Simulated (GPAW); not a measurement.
Worked example: self-consistent single point of YMg₆Ga (Amm2, 8 atoms in the cell) in GPAW.

Computed with LDA (Perdew-Wang 92), GPAW PAW datasets LDA (gpaw-data 1.0.1) (plane waves; GPAW).

The change in words: lattice scaled by 0.98. Reference geometry:
```xyz
8
Lattice="5.0519 0.0000 0.0000 0.0000 3.3394 5.7564 0.0000 -3.3394 5.7564" Properties=species:S:1:pos:R:3 pbc="T T T"
Y      2.5260     0.0000     3.7411
Mg     2.5260     1.7130     6.6941
Mg     2.5260    -1.7130     6.6941
Mg     2.5260     0.0000     9.6223
Mg     0.0000     1.7212     4.8288
Mg     0.0000    -1.7212     4.8288
Mg     0.0000     0.0000     7.6843
Ga     0.0000     0.0000     1.9578
```

Reference input (self-consistent single point, DFT LDA (Perdew-Wang 92), plane waves, GPAW PAW datasets LDA (gpaw-data 1.0.1)): mode = pw; ecut = 850 eV; xc = LDA; kpts = 4 3 3; mesh shift (steps) = 0 0 0; occupations.name = fermi-dirac; occupations.width = 0.1 eV; nbands = -12; symmetry.symmorphic = false; symmetry.tolerance = 0.0005; maxiter = 100. This run's input differs from it in these lines:

```diff
@@ -5,13 +5,13 @@
 atoms = Atoms(['Y', 'Mg', 'Mg', 'Mg', 'Mg', 'Mg', 'Mg', 'Ga'],
-              cell=[[5.051904, 0.000000, 0.000000],
-                    [0.000000, 3.339351, 5.756427],
-                    [0.000000, -3.339351, 5.756427]],
-              positions=[[2.525952, 0.000000, 3.741102],
-                         [2.525952, 1.712953, 6.694149],
-                         [2.525952, -1.712953, 6.694149],
-                         [2.525952, 0.000000, 9.622328],
-                         [0.000000, 1.721235, 4.828836],
-                         [0.000000, -1.721235, 4.828836],
-                         [0.000000, 0.000000, 7.684254],
-                         [0.000000, -0.000000, 1.957761]],
+              cell=[[4.950866, 0.000000, 0.000000],
+                    [0.000000, 3.272564, 5.641298],
+                    [0.000000, -3.272564, 5.641298]],
+              positions=[[2.475433, -0.000000, 3.666280],
+                         [2.475433, 1.678694, 6.560265],
+                         [2.475433, -1.678694, 6.560265],
+                         [2.475433, 0.000000, 9.429881],
+                         [0.000000, 1.686810, 4.732259],
+                         [0.000000, -1.686810, 4.732259],
+                         [0.000000, -0.000000, 7.530569],
+                         [0.000000, 0.000000, 1.918605]],
               pbc=True)
```

Output, abridged:

```
     iter     time        total  log10-change:
                         energy   eigst   dens
iter:   1 --:--:--   -20.987738
iter:   2 --:--:--   -20.994104   -0.58  -1.44
iter:   3 --:--:--   -20.791915   -1.30  -1.48
iter:   4 --:--:--   -20.775246   -2.06  -1.66
iter:   5 --:--:--   -20.749138   -2.11  -1.77
iter:   6 --:--:--   -20.739708c  -3.37  -2.33
iter:   7 --:--:--   -20.732658c  -4.18  -2.38
iter:   8 --:--:--   -20.726532c  -3.85  -2.56
iter:   9 --:--:--   -20.724567c  -4.07  -2.87
iter:  10 --:--:--   -20.724539c  -5.33  -3.39
iter:  11 --:--:--   -20.724466c  -5.67  -3.42
iter:  12 --:--:--   -20.724514c  -5.42  -3.64
iter:  13 --:--:--   -20.724509c  -6.79  -3.80
iter:  14 --:--:--   -20.724487c  -6.29  -3.85
iter:  15 --:--:--   -20.724503c  -6.63  -4.04c
iter:  16 --:--:--   -20.724502c  -8.02c -4.27c
Converged after 16 iterations.

Dipole moment: (-0.000000, -0.000000, -0.510369) |e|*Ang

Energy contributions relative to reference atoms: (reference = -177359.322626)

Kinetic:         -4.342010
Potential:      +14.245386
External:        +0.000000
XC:             -29.933699
Entropy (-ST):   -0.142677
Local:           -0.622841
SIC:             +0.000000
--------------------------
Free energy:    -20.795840
Extrapolated:   -20.724502

Showing only first 2 kpts
 Kpt  Band  Eigenvalues  Occupancy
  0    35      2.98293    1.99999
  0    36      3.72442    1.98709
  0    37      4.43717    0.21999
  0    38      4.95355    0.00141

  1    35      3.86619    1.94778
  1    36      4.46372    0.17314
  1    37      4.78024    0.00797
  1    38      5.07160    0.00043

Fermi level: 4.22809

No gap
   [... lines left out ...]
  2 Mg    0.00000   -0.00860   -0.02936
  3 Mg    0.00000    0.00000   -0.06574
  4 Mg    0.00000    0.02618    0.06885
  5 Mg    0.00000   -0.02618    0.06885
  6 Mg    0.00000    0.00000    0.03473
  7 Ga    0.00000    0.00000    0.09984

Stress tensor:
     0.015704     0.000000     0.000000
     0.000000     0.009216     0.000000
     0.000000     0.000000     0.011729
Stress (GPa, Voigt): [2.516  1.4765 1.8792 0.     0.     0.    ]
```

The run converged in 16 iterations. GPAW prints stress with tension positive. Against the reference run the free energy goes down by 26.8 meV/atom, the pressure goes from -3.94 to -1.96 GPa and the largest force goes from 0.182 to 0.149 eV/Å.

The starting cell comes from a database of computed structures (which also holds hypothetical and non-ambient phases and stackings), without a prior relaxation at this level. Its lattice was rescaled by a random factor within 2.5 % of one. For this run, on top of that: lattice scaled by 0.98.

Cost on one core of a shared machine: roughly 90 s.
